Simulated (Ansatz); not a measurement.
The parent structure is MoSe2 in the 2H-MoS2 type structure (space group P6_3/mmc, No. 194; a = 3.2770 Å, c = 12.7310 Å; layered, stacked along the Cartesian z axis).

Levels (all Ansatz, a quantum-chemistry and plane-wave program, PAW, earlier PAW set): PBE-D3(BJ) (420 eV, scalar-relativistic without spin-orbit coupling); PBEsol-D3(BJ) (420 eV, scalar-relativistic without spin-orbit coupling).

Levels that relaxed their own cell: PBE-D3(BJ) and PBEsol-D3(BJ).

```csv
level,band gap,lattice parameter a,lattice parameter c
PBE-D3(BJ),0.74 eV,3.277 Å,12.731 Å
PBEsol-D3(BJ),0.54 eV,3.228 Å,12.346 Å
```

Measured: band gap 1.09 eV (room temperature; as listed in Carlos M. O. Bastos et al., Physical Review Materials (2019)); lattice parameter a 3.289 Å (room temperature; as listed in arXiv:1605.07067); lattice parameter c 12.927 Å (room temperature; as listed in arXiv:1605.07067).

Computed minus measured — band gap: PBE-D3(BJ) -0.35 eV, PBEsol-D3(BJ) -0.55 eV (closest: PBE-D3(BJ)); lattice parameter a: PBE-D3(BJ) -0.4 %, PBEsol-D3(BJ) -1.9 % (closest: PBE-D3(BJ)); lattice parameter c: PBE-D3(BJ) -1.5 %, PBEsol-D3(BJ) -4.5 % (closest: PBE-D3(BJ)). Measured values not marked as corrected hold thermal and zero-point effects that the static-lattice runs lack. A measured gap can be an optical one, lowered by exciton binding. Levels without spin-orbit coupling miss its effect on the gap.

Whether these cells are dynamically stable was not tested.
